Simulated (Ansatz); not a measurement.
Start from BN in the zinc blende structure (space group F-43m, No. 216; a = 3.581 Å). Axes: x, y, z lie along the cube axes.

All numbers come from Kohn–Sham DFT with the LDA functional, run in Ansatz (a quantum-chemistry and plane-wave program) with PAW and 420 eV plane waves, spin-orbit coupling left out.

Modification: tensor shear ε_xy = +0.86 % (engineering shear γ = 0.0172); the atoms relax in the strained cell.

Problem. Predict the stress tensor and what it implies for the stiffness.

Solution. Stress of the strained cell less that of the base (GPa, compression positive):
```
   0.17   -8.17    0.00
  -8.17    0.17    0.00
   0.00    0.00    0.02
```

Then −Δσ/γ with γ = 2ε = 0.0172 gives relaxed-ion elastic constants: C66 ≈ 475 GPa.

Whether these cells are dynamically stable was not tested.
